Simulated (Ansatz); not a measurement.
Take Cu in the fcc (Cu type) structure (space group Fm-3m, No. 225; relaxed with 0.1 eV smearing) as the base.

Cu is taken in the cubic space group Fm-3m (No. 225), the fcc (Cu type) structure, Pearson symbol cF4. Conventional cell: a = 3.6299 Å, b = 3.6299 Å, c = 3.6299 Å, α = 90.00°, β = 90.00°, γ = 90.00°. Cu on 4a has 12 Cu at 2.567 Å (cuboctahedral). (Neighbours: up to the widest gap in distance over summed covalent radii, below 1.35, at either atom.)
(The calculation used a cell of 1 atom; values per cell refer to that cell.)

Level of theory: PBE, PAW, 420 eV (Ansatz, an electronic-structure program; without spin-orbit coupling).

Strains are applied to the cell and any free atomic positions relax.

One change was made to it. Results:

| quantity | base | after |
|---|---|---|
| energy relative to the base (free energy F) | 0 meV/atom | +17 meV/atom |
| pressure | 0.0 GPa | -7.2 GPa |

Task: Name the change that was made.
A. isotropic strain +1.50 %
B. isotropic strain +3.00 %
C. isotropic strain +2.50 %
D. isotropic strain +2.00 %
E. isotropic strain −2.50 %

Result: D, isotropic strain +2.00 %. For comparison, the energy relative to the base in the other runs: isotropic strain −2.50 % gives +33 meV/atom; isotropic strain +3.00 % gives +38 meV/atom; isotropic strain +2.50 % gives +27 meV/atom; isotropic strain +1.50 % gives +10 meV/atom.

No phonon test of stability was made. The final runs are not spin-polarised.
